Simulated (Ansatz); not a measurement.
Take SnTe in the rock salt structure (space group Fm-3m, No. 225; a = 6.370 Å) as the base. Axes: x, y, z lie along the cube axes.

The values are results of r2SCAN (Ansatz, a first-principles code), spin-orbit coupling left out, not measurements.

Now apply this change: biaxial strain +0.19 %, plane normal [110], relaxed out of plane (Cartesian); in-plane vectors clamped, the third vector and the atoms free.

Task: What does the calculation give for the out-of-plane strain, energy relative to the base and in-plane stress after the change?

Result: The out-of-plane strain amounts to -0.12 %; the energy is nearly the same; the mean in-plane stress (compression positive) is -0.2 GPa.

A biaxial case was relaxed in a doubled cell and then solved in the primitive one. No phonon test of stability was made.
